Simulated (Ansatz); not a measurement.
System: L1₂ (Cu3Au-type) Ni₃Al. Method: HSE06 (Ansatz, an electronic-structure program, PAW).

Numerical settings: plane-wave cutoff 460 eV, 8×8×8 k mesh, Fermi–Dirac smearing 0.05 eV, spin-polarised with parallel moments, scalar-relativistic PAW data made under PBE.

Response to compression and expansion:

| V (Å³/atom) | P (GPa) | moment (μB per cell of 4 atoms) |
|---|---|---|
| 10.543 | 10.78 | 1.18 |
| 10.820 | 5.15 | 1.21 |
| 10.950 | 2.78 | 1.22 |
| 11.097 | 0.30 | 1.24 |
| 11.375 | -3.89 | 1.27 |
| 11.652 | -7.52 | 1.30 |
